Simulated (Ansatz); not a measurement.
A calculation on L1₂ (Cu3Au-type) Pt3Ti returned lattice constant a 3.897 Å, bulk modulus 266 GPa.

For reference: lattice constant a 3.916 Å (measured, temperature not stated, not corrected to a static lattice; as tabulated in Molecular Dynamics Simulations of PtTi High-Temperature Shape Memory Alloys …).

**Question.** Which level of theory produced these numbers?
(A) rVV10 (Ansatz, an electronic-structure program)
(B) PBEsol+SOC (Ansatz)
(C) RPBE (Ansatz)
(D) r²SCAN (Ansatz)

**Answer.** B, PBEsol+SOC (Ansatz)

The others give: r²SCAN 3.921 Å, 258 GPa; RPBE 3.971 Å, 220 GPa; rVV10 3.983 Å, 223 GPa.

Unless a cell is named, each level is at its own relaxed cell (PBEsol+SOC 14.80, r²SCAN 15.07, RPBE 15.66, rVV10 15.79 Å³/atom).

The crystal itself was run without spin with r²SCAN, RPBE, rVV10; a magnetic state was not tried in these runs.

Ansatz's density-functional and Hartree–Fock values are scalar-relativistic unless marked +SOC, with PAW data made under PBE.
